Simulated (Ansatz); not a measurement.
A computed series for Ag: pressure series

Base system: Ag in the fcc (Cu type) structure (space group Fm-3m, No. 225; a = 4.106 Å).

Cell and atoms are relaxed at each pressure.

Method: r2SCAN/PAW in Ansatz (an electronic-structure program), no spin-orbit coupling, earlier PAW set.

Notes on the quantities. enthalpy: H = E + PV relative to the base's energy.

| case | enthalpy | shortest interatomic distance |
|---|---|---|
| base | – | 2.903 Å |
| pressure −2 GPa | -0.22 eV/atom | 2.923 Å |
| pressure −1 GPa | -0.11 eV/atom | 2.913 Å |
| pressure 0.9 GPa | +0.10 eV/atom | 2.895 Å |
| pressure 2.1 GPa | +0.22 eV/atom | 2.884 Å |
| pressure 4.5 GPa | +0.48 eV/atom | 2.865 Å |
| pressure 9 GPa | +0.94 eV/atom | 2.834 Å |
| pressure 15 GPa | +1.53 eV/atom | 2.800 Å |
| pressure 22.5 GPa | +2.24 eV/atom | [?] |
| pressure 30 GPa | +2.93 eV/atom | 2.737 Å |

Task: Some entries are withheld; estimate them.

Result: 
- pressure 22.5 GPa, shortest interatomic distance: 2.766 Å

Load acts through the strain it causes; cell and atoms are relaxed under it. No phonon test of stability was made. No other phases were tried under pressure.
